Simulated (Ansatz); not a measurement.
**A computed series for PbTe: response to strain**

The reference is PbTe in the rock salt structure (space group Fm-3m, No. 225; a = 6.380 Å).

Strains are applied to the cell and any free atomic positions relax.

Computed with LDA (Ansatz, a program for electronic structure), scalar-relativistic without spin-orbit coupling.

Notes on the quantities. energy relative to the base: free energy F.

| change | volume per atom | electron mass | energy relative to the base | band gap | hole mass |
|---|---|---|---|---|---|
| base | 32.46 Å³ | 0.24 mₑ along k, 0.095 mₑ across (at L) | 0 meV/atom | 0.57 eV | 0.33 mₑ along k, 0.065 mₑ across (at L) |
| isotropic strain −3.00 % | 29.62 Å³ | 0.16 mₑ along k, 0.092 mₑ across (at L) | +45 meV/atom | 0.34 eV | 0.20 mₑ along k, 0.042 mₑ across (at L) |
| isotropic strain −2.50 % | 30.08 Å³ | 0.18 mₑ along k, 0.093 mₑ across (at L) | +30 meV/atom | 0.38 eV | 0.22 mₑ along k, 0.045 mₑ across (at L) |
| isotropic strain −2.00 % | 30.55 Å³ | 0.19 mₑ along k, 0.093 mₑ across (at L) | +19 meV/atom | 0.42 eV | 0.24 mₑ along k, 0.049 mₑ across (at L) |
| isotropic strain −1.00 % | 31.49 Å³ | 0.21 mₑ along k, 0.094 mₑ across (at L) | +4.6 meV/atom | 0.50 eV | 0.29 mₑ along k, 0.057 mₑ across (at L) |
| isotropic strain −0.50 % | 31.97 Å³ | 0.22 mₑ along k, 0.094 mₑ across (at L) | +1.1 meV/atom | 0.54 eV | 0.31 mₑ along k, 0.061 mₑ across (at L) |
| isotropic strain +0.50 % | 32.94 Å³ | 0.24 mₑ along k, 0.095 mₑ across (at L) | +1.1 meV/atom | 0.60 eV | 0.35 mₑ along k, 0.069 mₑ across (at L) |
| isotropic strain +1.00 % | 33.44 Å³ | 0.25 mₑ along k, 0.096 mₑ across (at L) | +4.3 meV/atom | 0.63 eV | 0.37 mₑ along k, 0.073 mₑ across (at L) |
| isotropic strain +1.50 % | 33.94 Å³ | 0.26 mₑ along k, 0.097 mₑ across (at L) | +9.5 meV/atom | 0.66 eV | 0.39 mₑ along k, 0.077 mₑ across (at L) |
| isotropic strain +2.50 % | 34.95 Å³ | 0.28 mₑ along k, 0.098 mₑ across (at L) | +25 meV/atom | 0.72 eV | 0.43 mₑ along k, 0.086 mₑ across (at L) |

Spin-orbit coupling, missing from the scalar runs, can matter with Pb and Te. Masses are band curvatures over ±0.01 Å⁻¹ around the edge. Along k means along the line from Γ to the band edge. Stability against distortions was not tested.
